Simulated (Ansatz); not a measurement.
The reference is SnTe in the rock salt structure (space group Fm-3m, No. 225).

```yaml
crystal:
  lattice:
    - [0.00000, 3.18483, 3.18483]
    - [3.18483, 0.00000, 3.18483]
    - [3.18483, 3.18483, 0.00000]
  atoms:
    - { symbol: Te, position: [0.00000, 0.00000, 0.00000] }
    - { symbol: Sn, position: [0.50000, 0.50000, 0.50000] }
```

Cartesian axes are those of the cell as printed.

Calculations: Kohn–Sham DFT with the r2SCAN functional, run in Ansatz (a first-principles code) with PAW and 500 eV plane waves, scalar-relativistic without spin-orbit coupling.

Strains are applied to the cell and any free atomic positions relax; under biaxial strain the out-of-plane vector relaxes too.

One change was made to it. Results:

```json
[
 {"quantity": "pressure (mean of the normal stresses, compression positive)", "base": "0.0 GPa", "after": "-0.5 GPa"},
 {"quantity": "band gap", "base": "0.13 eV", "after": "zero"}
]
```

Question: Which of these changes matches the shifts?
A. strain tensor (xx, yy, zz, yz, xz, xy) = (+1.27, +0.82, −0.71, +1.22, +0.28, +0.02) %
B. biaxial strain +1.55 %, plane normal [001], relaxed out of plane
C. uniaxial strain ε_yy = −0.13 %

Answer: A, strain tensor (xx, yy, zz, yz, xz, xy) = (+1.27, +0.82, −0.71, +1.22, +0.28, +0.02) %. For comparison, the band gap in the other runs: biaxial strain +1.55 %, plane normal [001], relaxed out of plane gives 0.20 eV; uniaxial strain ε_yy = −0.13 % gives 0.13 eV.

With Te present, leaving out spin-orbit coupling can change the band edges. No phonon test of stability was made. All final runs are without spin polarisation. The zero or small gap of SnTe can change with the level of theory.
